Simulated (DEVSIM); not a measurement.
Device: abrupt Si p-n junction, at 250 K.

```
layer (left to right)  material  thickness (μm)  Nd (cm⁻³)  Na (cm⁻³)  τn (s)  τp (s)
---------------------  --------  --------------  ---------  ---------  ------  ------
1                            Si            18.0          -     1.3e15    1e-7    1e-7
2                            Si            33.0     2.2e17          -    1e-7    1e-7
```

Left contact: ohmic. Right contact: ohmic. Voltage is applied to the left contact. Recombination: SRH at mid-gap. Mobility is μmin + (μ − μmin)/(1 + (N/Nref)^α).

Constants are typed, rounded textbook-type inputs, not results; the design itself was drawn at random and stands for no fabricated device. Values at 300 K; Nc and Nv go as T^1.5, mobilities as T to minus their exponent, the gap by Varshni's rule with the affinity fixed.

| parameter | Si |
|---|---|
| gap (eV) | 1.124 |
| affinity (eV) | 4.05 |
| permittivity | 11.7 |
| Nc (cm⁻³) | 2.86e19 |
| Nv (cm⁻³) | 3.1e19 |
| μn (cm²/Vs) | 1417 |
| μp (cm²/Vs) | 470 |
| μn,min | 52 |
| μp,min | 45 |
| Nref,n | 9.7e16 |
| Nref,p | 2.2e17 |
| αn | 0.68 |
| αp | 0.72 |
| T exponent of μn | 2.3 |
| T exponent of μp | 2.2 |
| Varshni α (eV/K) | 0.000473 |
| Varshni β (K) | 636 |

Model (solved in DEVSIM): 1D drift-diffusion, Boltzmann statistics, complete ionisation; no tunnelling, impact ionisation, image-force lowering or self-heating.

The temperature was swept, all else fixed.

```csv
temperature (K),dark forward voltage at 100 A/cm² (V),potential step across the device at zero bias (V),largest field in the device at zero bias (V/cm),dark forward voltage at 1 A/cm² (V)
250,0.848,0.826,27000,0.680
300,0.787,0.738,29000,0.569
350,0.727,0.646,30000,0.454
400,0.671,0.551,31000,0.339
450,0.618,0.455,33000,0.223
500,0.567,0.357,34000,0.111
```

From the first row to the last the dark forward voltage at 100 A/cm² goes from 0.848 to 0.567. From the first row to the last the potential step across the device at zero bias goes from 0.826 to 0.357.
